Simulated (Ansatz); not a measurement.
The parent structure is Al in the fcc (Cu type) structure (space group Fm-3m, No. 225).

```yaml
crystal:
  lattice:
    - [0.00000, 2.02024, 2.02024]
    - [2.02024, 0.00000, 2.02024]
    - [2.02024, 2.02024, 0.00000]
  atoms:
    - { symbol: Al, position: [0.00000, 0.00000, 0.00000] }
```

Method: DFT with PBE, PAW potentials and a 420 eV plane-wave cutoff in Ansatz (a quantum-chemistry and plane-wave program), without spin-orbit coupling.

Base values:

The pressure comes out as 0.0 GPa.

Now apply this change: an isotropic linear strain of −1.48 %, atoms relaxed at fixed cell.

### Question
What does the calculation give for the energy relative to the base and pressure after the change?

### Answer
The energy rises by 8.2 meV/atom; the pressure goes from zero to 3.8 GPa.

Whether these cells are dynamically stable was not tested.
